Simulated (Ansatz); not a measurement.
```yaml
crystal:
  lattice:
    - [0.00000, 2.91228, 2.91228]
    - [2.91228, 0.00000, 2.91228]
    - [2.91228, 2.91228, 0.00000]
  atoms:
    - { symbol: Li, position: [0.25000, 0.25000, 0.25000] }
    - { symbol: Li, position: [0.75000, 0.75000, 0.75000] }
    - { symbol: S, position: [0.00000, 0.00000, 0.00000] }
```

No spin polarisation.

Method: DFT with PBEsol, PAW potentials and a 420 eV plane-wave cutoff in Ansatz (an electronic-structure program), no SOC. Γ-centred 10×10×10 mesh, Fermi–Dirac width 0.05 eV.

**Question.** Estimate the gap character.

**Answer.** Indirect, Γ → X.

**Question.** What is the computed electron mass?

**Answer.** 0.65 mₑ along k, 0.34 mₑ across (at X).

**Question.** Estimate the band gap.

**Answer.** 3.26 eV.

**Question.** What pressure does the calculation give?

**Answer.** -31.4 kbar.

The cells carry an imposed strain or load. Masses are band curvatures over ±0.01 Å⁻¹ around the edge. Along k means along the line from Γ to the band edge. No phonon test of stability was made. The cell was made from Li2S in the anti-fluorite structure (space group Fm-3m, No. 225) by this change: isotropic strain +3.00 %.
